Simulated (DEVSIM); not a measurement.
Structure: abrupt Si n-p junction, at 350 K.

| layer (left to right) | material | thickness (μm) | Nd (cm⁻³) | Na (cm⁻³) | τn (s) | τp (s) |
|---|---|---|---|---|---|---|
| 1 | Si | 0.330 | 2.7e15 | - | 6.2e-5 | 6.2e-5 |
| 2 | Si | 210 | - | 1.7e14 | 6.2e-5 | 6.2e-5 |

Left contact: ohmic. Right contact: ohmic. Voltage is applied to the left contact. Recombination: SRH at mid-gap. Mobility is μmin + (μ − μmin)/(1 + (N/Nref)^α).

The device is made up for the run: typed textbook-type constants, with dimensions and the other settings drawn at random. Values at 300 K; Nc and Nv go as T^1.5, mobilities as T to minus their exponent, the gap by Varshni's rule with the affinity fixed. The table also holds parameters that only a changed run uses.

```
parameter               Si
----------------  --------
gap (eV)             1.124
affinity (eV)         4.05
permittivity          11.7
Nc (cm⁻³)          2.86e19
Nv (cm⁻³)           3.1e19
μn (cm²/Vs)           1417
μp (cm²/Vs)            470
μn,min                  52
μp,min                  45
Nref,n              9.7e16
Nref,p              2.2e17
αn                    0.68
αp                    0.72
T exponent of μn       2.3
T exponent of μp       2.2
Cn (cm⁶/s)         2.8e-31
Cp (cm⁶/s)         9.9e-32
Varshni α (eV/K)  0.000473
Varshni β (K)          636
```

Model (solved in DEVSIM): 1D drift-diffusion, Boltzmann statistics, complete ionisation; no tunnelling, impact ionisation, image-force lowering or self-heating.

Base results: largest field in the device at zero bias (V/cm) 4900; potential step across the device at zero bias (V) 0.452; dark forward voltage at 1 A/cm² (V) 1.101.

Question: What follows from this one change: temperature 350 → 500 K?

Answer: largest field in the device at zero bias 4900 → 3400 V/cm; potential step across the device at zero bias 0.452 → 0.112 V; dark forward voltage at 1 A/cm² 1.101 → 0.792 V.

Question: What follows from this one change: thickness of layer 2 210 → 42 μm?

Answer: largest field in the device at zero bias little changed (4900 V/cm); potential step across the device at zero bias little changed (0.452 V); dark forward voltage at 1 A/cm² 1.101 → 0.521 V.
